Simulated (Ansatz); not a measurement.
The parent structure is PtSe2 in the CdI2 type structure (space group P-3m1, No. 164; a = 3.7352 Å, c = 5.2073 Å; layered, stacked along the Cartesian z axis; relaxed with 0.1 eV smearing).

Method: plane-wave PAW DFT at the r2SCAN+rVV10 level (Ansatz, an electronic-structure program, 500 eV), spin-orbit coupling left out.

Base values:

The pressure is 0.0 GPa.

The change: the cell is scaled by 1.0231 in all directions; the atoms relax in the strained cell.

Task: What happens to the pressure, largest internal atomic displacement and energy relative to the base?

Result: The pressure (mean of the normal stresses, compression positive) goes from zero to -4.1 GPa; the largest internal atomic displacement amounts to 0.066 Å; the energy grows by 20 meV/atom.

Whether these cells are dynamically stable was not tested. All final runs are without spin polarisation.
